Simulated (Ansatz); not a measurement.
Consider Sb in the A7 type structure (space group R-3m, No. 166; a = 4.322 Å, c = 11.039 Å (hexagonal axes)).

(Cell as relaxed with PBE-D3(BJ).)

Levels (all Ansatz, an electronic-structure program, PAW, earlier PAW set): PBE-D3(BJ) (420 eV, no spin-orbit coupling); PBEsol-D3(BJ) (420 eV, spin-orbit coupling left out).

Each level relaxes its own structure.

```tsv
base	PBE-D3(BJ)	PBEsol-D3(BJ)
volume per atom	29.76 Å³	28.19 Å³
lattice parameter a	432.2 pm	426.9 pm
band gap	zero	zero
```

One thing is altered: a negative pressure, −2 GPa.

| quantity | PBE-D3(BJ) | PBEsol-D3(BJ) |
|---|---|---|
| shortest interatomic distance | 294.8 pm | ___ |
| c/a ratio | 2.616 | ___ |

Question: Predict the PBEsol-D3(BJ) column.

Answer: 
- shortest interatomic distance, PBEsol-D3(BJ): 292.3 pm
- c/a ratio, PBEsol-D3(BJ): 2.549

PBE-D3(BJ)'s shortest interatomic distance lies 2.5 pm above PBEsol-D3(BJ)'s (0.8 %); PBE-D3(BJ)'s c/a ratio lies 0.067 above PBEsol-D3(BJ)'s. Neither level is exact; PBEsol-D3(BJ) is the comparison here, not a measurement.

With Sb present, leaving out spin-orbit coupling can change the band edges. Load acts through the strain it causes; cell and atoms are relaxed under it. No phonon test of stability was made.
